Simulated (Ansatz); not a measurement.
Checking a run of Ansatz (a quantum-chemistry and plane-wave program) on KLaSe₂ (Pna2_1, 16 atoms in the cell). The aim is a self-consistent single point with DFT, revPBE, plane waves, default PAW files made with PBE.

Cell that was meant: a = 8.3764 Å, b = 9.8922 Å, c = 7.9770 Å, α = 90.00°, β = 90.00°, γ = 90.00°.

Part of the input:

Ansatz 0.2 input:
```yaml
    - { symbol: Se, position_ang: [7.58060037, 3.56119452, 7.13945169] }
    - { symbol: Se, position_ang: [4.98393063, 8.50729802, 3.15093120] }
    - { symbol: Se, position_ang: [3.39242337, 1.38490898, 7.13945169] }
total_charge: -1.0
basis:
  ecutwfc: 30.9 Ry
kpoints:
```

The program printed (abridged):

```
WARN ansatz: RAYON_NUM_THREADS=1 ignored (pool sized by the plan → 1); use --threads N
Pseudopotentials: kind: paw
   [... lines left out ...]
Initial density: superposition of atomic densities (neutral atoms scaled as one to the charged cell's electrons …
Initial wavefunctions: pseudopotential atomic-orbital guess
Eigensolver: davidson
Functional: x = revpbe(κ = 1.245, μ = 0.2195149727645171), c = pbe(β = 0.06672455060314922)
SCF iter   1: F=—  HF=-74997.854859 eV  |F-HF|=—  |Δ(HF+E_count)|=         —  Δρ=9.86e-3  dr2=1.17e0  ethr=1.77e-3  ⟨swp⟩=6.8  Hψ=3769  notcnv=0
all-band conjugate gradients solve this SCF's bands
preconditioner: auto → LDOS
SCF iter   2: F=—  HF=-74997.651833 eV  |F-HF|=—  |Δ(HF+E_count)|=   2.03e-1  S|Δr|=    0.00e0  Δρ=8.39e-3  dr2=8.38e-1  ethr=5.58e-4  ⟨swp⟩=4.2  Hψ=3230  notcnv=0
   [... lines left out ...]
SCF iter   9: F=—  HF=-74997.461213 eV  |F-HF|=—  |Δ(HF+E_count)|=   4.01e-6  S|Δr|=    0.00e0  Δρ=7.05e-6  dr2=7.39e-7  ethr=1.39e-9  ⟨swp⟩=3.0  Hψ=1493  notcnv=0
SCF iter  10: F=—  HF=-74997.461213 eV  |F-HF|=—  |Δ(HF+E_count)|=   2.85e-7  S|Δr|=    0.00e0  Δρ=2.98e-6  dr2=1.03e-7  ethr=3.53e-10  ⟨swp⟩=2.8  Hψ=1486  notcnv=0
SCF iter  11: F=-74997.461213 eV  HF=-74997.461213 eV  |F-HF|=1.82e-8  |Δ(HF+E_count)|=   7.58e-8  S|Δr|=    0.00e0  Δρ=9.43e-7  dr2=1.15e-8  ethr=4.78e-11  ⟨swp⟩=9.4  Hψ=4234  notcnv=0
SCF 1 converged in 11 iterations: F = -74997.461213 eV  dr2 = 1.15e-8
Stability not checked (fill_not_monotonic)
Free energy (F): -74997.461213 eV
Internal energy: -74997.459047 eV  (E = F + TS)
E sigma→0 (E₀):  -74997.460672 eV
Entropy (-TS):   -0.002166 eV (-0.135 meV/atom)
Fermi energy:    6.624535 eV
--- Forces (eV/Å), atoms counted from 1 ---
  atom   1  K      0.00052105    -0.06232106     0.01519241
  atom   2  K     -0.00052105     0.06232106     0.01519241
  atom   3  K      0.00052105     0.06232106     0.01519241
   [... lines left out ...]
  atom  16  Se    -0.02778416     0.11668224     0.11143777
--- Stress (GPa, compression-positive) ---
        1.979383       0.000000       0.000000
        0.000000       2.061034      -0.000000
        0.000000      -0.000000       0.731874
  P = ⅓ Tr σ = 1.5908 GPa (15.908 kbar)
  The stress holds the Pulay correction. Without it, at fixed plane waves, as pw.x and ABINIT print it: P = 1.5874 GPa
```

Problem. Is anything amiss in this input, and did it matter?

Solution. The run is not sound. The fault is an unintended net charge. A charged periodic cell changes the electron count and is neutralised by a uniform background, so energy, forces and pressure belong to another system. To fix it, remove the charge. The run converged in 11 iterations without an error; against the sound input the pressure goes from 1.93 to 1.59 GPa, the largest force goes from 0.417 to 0.312 eV/Å and no clean gap remains on the mesh (levels overlap or are partly filled), against 2.88 eV before.

The sound input it was made from differs as follows (other fixes are possible):
```diff
-total_charge: -1.0
```

With that input, the run converged in 8 iterations: free energy E − TS (on the zero of these files) -75003.9784 eV; top of the valence band (on the code's own zero) 3.36 eV; gap on the k-point mesh 2.88 eV; pressure 1.93 GPa; largest force (vector length) 0.417 eV/Å (DFT, revPBE, plane waves, default PAW files made with PBE).

On the sound input: the starting cell was generated: these elements placed on a structure prototype, without a prior relaxation; it need not be a known phase or ordering of this composition. Ansatz's pressure includes its estimate of the finite-basis (Pulay) stress.
